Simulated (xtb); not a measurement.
xtb 6.7.1, GFN2-xTB: Fc1cc(F)c(F)c(-c2cc3cc4sc(-c5scc6c5OCCO6)cc4cc3s2)c1F, 41 atoms. The geometry is a generated start, not checked to be a minimum at this level.

```json
{
 "method": "GFN2-xTB",
 "--acc": "1 (default)",
 "--etemp (K)": "300 (default)",
 "detailed input (--input)": "none: ANC optimiser, Lindh (1995) Hessian, microcycle=20, maxdispl=1.0, hlow=0.01 (default)",
 "basis_functions": "152",
 "valence_electrons": "156"
}
```

The structure is relaxed from this start with --opt LEVEL for the levels crude, sloppy, loose, lax, normal, tight, vtight, extreme, once each. Up to the end of the extreme run atoms move by at most 0.71 Å along an axis.

Question: Which level is enough to come within 1 meV of the tightest end point?

Answer: tight: 44 cycles against 68, ending 0.40 meV above.

```
level    cycles  energy above the extreme run (meV)  gradient norm (eV/Å)
-------  ------  ----------------------------------  --------------------
crude         4                                  74                  0.38
sloppy       15                                 3.9                  0.19
loose        16                                 3.1                  0.11
lax          17                                 2.8                 0.070
normal       22                                 2.1                 0.019
tight        44                                0.40                0.0048
vtight       68                          under 0.01                0.0032
extreme      68                                   —                0.0032
```
